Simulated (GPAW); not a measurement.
A user runs GPAW on K₃GaF₆ (Fm-3m, 10 atoms in the cell) and asks whether the run is sound. The aim is a self-consistent single point with DFT LDA (Perdew-Wang 92), plane waves, GPAW PAW datasets LDA (gpaw-data 1.0.1).

Input:

```python
from ase import Atoms
from ase.units import GPa
from gpaw import GPAW, PW

atoms = Atoms(['K', 'K', 'K', 'Ga', 'F', 'F', 'F', 'F', 'F', 'F'],
              cell=[[0.000000, 4.349040, 4.349040],
                    [4.349040, 0.000000, 4.349040],
                    [4.349040, 4.349040, 0.000000]],
              scaled_positions=[[0.250000, 0.250000, 0.250000],
                                [0.750000, 0.750000, 0.750000],
                                [0.500000, 0.500000, 0.500000],
                                [0.000000, 0.000000, 0.000000],
                                [0.782140, 0.217860, 0.217860],
                                [0.217860, 0.782140, 0.782140],
                                [0.217860, 0.782140, 0.217860],
                                [0.782140, 0.217860, 0.782140],
                                [0.217860, 0.217860, 0.782140],
                                [0.782140, 0.782140, 0.217860]],
              pbc=True)

calc = GPAW(mode=PW(900),
            xc='LDA',
            kpts=(4, 4, 4),
            occupations={'name': 'fixed-uniform'},
            nbands=-4,
            convergence={'density': 1e-05, 'bands': -2},
            symmetry={'symmorphic': False, 'tolerance': 0.0005},
            charge=1,
            maxiter=100)

atoms.calc = calc

energy = atoms.get_potential_energy()
print('Energy (eV):', round(energy, 6))
forces = atoms.get_forces()
print('Forces (eV/Ang):')
print(forces.round(5))
stress = atoms.get_stress()
print('Stress (GPa, Voigt):', (stress / GPa).round(4))
```

Log, with long lists cut:

```
Input parameters:
  charge: 1
  convergence: {bands: -2,
                density: 1e-05}
  kpts: [4 4 4]
  maxiter: 100
  mode: {ecut: 900.0000000000001,
         name: pw}
  nbands: -4
  occupations: {name: fixed-uniform}
  symmetry: {symmorphic: False,
             tolerance: 0.0005}

species:
   [... lines left out ...]

Positions:
   0 K      2.174520    2.174520    2.174520    ( 0.0000,  0.0000,  0.0000)
   1 K      6.523560    6.523560    6.523560    ( 0.0000,  0.0000,  0.0000)
   2 K      4.349040    4.349040    4.349040    ( 0.0000,  0.0000,  0.0000)
   3 Ga     0.000000    0.000000    0.000000    ( 0.0000,  0.0000,  0.0000)
   4 F      1.894964    4.349040    4.349040    ( 0.0000,  0.0000,  0.0000)
   5 F      6.803116    4.349040    4.349040    ( 0.0000,  0.0000,  0.0000)
   6 F      4.349040    1.894964    4.349040    ( 0.0000,  0.0000,  0.0000)
   7 F      4.349040    6.803116    4.349040    ( 0.0000,  0.0000,  0.0000)
   8 F      4.349040    4.349040    1.894964    ( 0.0000,  0.0000,  0.0000)
   9 F      4.349040    4.349040    6.803116    ( 0.0000,  0.0000,  0.0000)

Unit cell:
           periodic     x           y           z      points  spacing
  1. axis:    yes    0.000000    4.349040    4.349040    45     0.1116
  2. axis:    yes    4.349040    0.000000    4.349040    45     0.1116
  3. axis:    yes    4.349040    4.349040    0.000000    45     0.1116

  Lengths:   6.150471   6.150471   6.150471
  Angles:   60.000000  60.000000  60.000000

Effective grid spacing dv^(1/3) = 0.1218
     iter     time        total  log10-change:
                         energy   eigst   dens
iter:   1 --:--:--   -53.293638   -0.04
iter:   2 --:--:--   -52.210518   -1.10  -1.15
iter:   3 --:--:--   -48.938730   -0.04  -1.20
iter:   4 --:--:--   -48.912788   -0.44  -1.46
iter:   5 --:--:--   -50.530374   -0.09  -1.53
iter:   6 --:--:--   -48.756989   -0.23  -1.47
iter:   7 --:--:--   -48.833208   -1.23  -2.45
iter:   8 --:--:--   -48.785956   -2.89  -2.10
iter:   9 --:--:--   -48.770504   -3.04  -2.28
iter:  10 --:--:--   -48.763158c  -3.10  -2.40
iter:  11 --:--:--   -48.770359c  -1.62  -2.50
iter:  12 --:--:--   -48.754220c  -2.73  -2.47
iter:  13 --:--:--   -48.754748c  -5.19  -3.21
iter:  14 --:--:--   -48.754159c  -3.82  -3.11
   [... 3 lines left out ...]
iter:  18 --:--:--   -48.754102c  -4.47  -3.67
iter:  19 --:--:--   -48.754110c  -5.18  -4.67
iter:  20 --:--:--   -48.754105c  -5.36  -4.21
iter:  21 --:--:--   -48.754103c  -6.80  -4.41
iter:  22 --:--:--   -48.754103c  -7.69c -4.88
iter:  23 --:--:--   -48.754103c  -8.33c -4.95
iter:  24 --:--:--   -48.754103c  -7.88c -4.89
iter:  25 --:--:--   -48.754103c  -8.04c -5.02c
Converged after 25 iterations.

Dipole moment: (0.000000, 0.000000, 0.000000) |e|*Ang

Energy contributions relative to reference atoms: (reference = -118023.818812)

Kinetic:        +23.185919
Potential:      -30.324205
External:        +0.000000
XC:             -39.914115
Entropy (-ST):   +0.000000
Local:           -1.701701
SIC:             +0.000000
--------------------------
Free energy:    -48.754103
Extrapolated:   -48.754103

Showing only first 2 kpts
 Kpt  Band  Eigenvalues  Occupancy
  0    33     -1.60287    2.00000
  0    34     -1.60075    2.00000
  0    35     -1.55032    1.00000
  0    36      5.46998    0.00000

  1    33     -1.55099    2.00000
  1    34     -1.55099    2.00000
  1    35     -1.54527    1.00000
  1    36      5.08562    0.00000

   [... lines left out ...]
Fermi level: -1.58633
No gap
   [... lines left out ...]
  5 F    -0.01544    0.00000    0.00000
  6 F     0.00000    0.01544    0.00000
  7 F     0.00000   -0.01544   -0.00000
  8 F    -0.00000    0.00000    0.01544
  9 F     0.00000    0.00000   -0.01544

Stress tensor:
     0.053444     0.000000    -0.000000
     0.000000     0.053444    -0.000000
    -0.000000    -0.000000     0.053444
Stress (GPa, Voigt): [ 8.5627  8.5627  8.5627 -0.     -0.      0.    ]
```

**Question.** Can these results be used? Check the input.

**Answer.** The run is not sound. The fault is an unintended net charge. A charged periodic cell changes the electron count and is neutralised by a uniform background, so energy, forces and pressure belong to another system. To fix it, remove the charge. The run converged in 25 iterations without an error; against the sound input the largest force goes from 0.321 to 0.015 eV/Å and no clean gap remains on the mesh (levels overlap or are partly filled), against 5.95 eV before.

The sound input it was made from differs as follows (other fixes are possible):
```diff
-            charge=1,
```

With that input, the run converged in 75 iterations: free energy E − TS (from the program's reference atoms) -50.0153 eV; top of the valence band (on the code's own zero) -0.89 eV; gap on the k-point mesh 5.95 eV; largest force (vector length) 0.321 eV/Å (DFT LDA (Perdew-Wang 92), plane waves, GPAW PAW datasets LDA (gpaw-data 1.0.1)).

On the sound input: the starting cell comes from a database of computed structures (which also holds hypothetical and non-ambient phases and stackings), without a prior relaxation at this level.
